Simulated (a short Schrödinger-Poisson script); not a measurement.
Structure: MOS inversion layer, Al2O3 on p-type Si(100), at 300 K.

```
layer  material  thickness (nm)  Na (cm⁻³)
-----  --------  --------------  ---------
1         Al2O3             2.5          -
2            Si            1000     1.8e17
```

The device is made up for the run: typed textbook-type constants, with dimensions and the other settings drawn at random. Al2O3: permittivity 9, conduction-band edge (eV) 2.7, gap (eV) 6.8, electron mass (mₑ) 0.3. Si: permittivity 11.7, conduction-band edge (eV) 0, gap (eV) 1.124, Nv at 300 K (cm⁻³) 3.1e19.

Channel valleys (confinement mass, in-plane density-of-states mass, number): Δ2 0.916, 0.19, 2; Δ4 0.19, 0.417, 4. At the gate the conduction-band edge of layer 1 lies 3.09 eV − eVg above the Fermi level of the channel; the field vanishes at the back. Gaps are held at their typed values at every temperature. Mesh 0.03 nm at interfaces.

From a short Schrödinger-Poisson script (our own, NumPy): 1D Poisson equation in equilibrium, electrons quantum, Hartree (BenDaniel-Duke, 12 states a valley, the channel's in-plane mass for all, wave functions free to enter the dielectric), parabolic valleys, classical holes, full ionisation, no traps, pinning or gate leakage.

At Vg = 1.15 V the centroid of the electrons lies 1.55 nm from the interface.

Question: Estimate the gate capacitance as the dielectric in series with that distance, and compare.

Answer: The dielectric alone has 3.19 μF/cm²; in series with 1.55 nm of the channel's permittivity, 2.16 μF/cm²; the run gives 2.36 μF/cm². The estimate leaves out the density-of-states capacitance and the centroid's move with voltage.
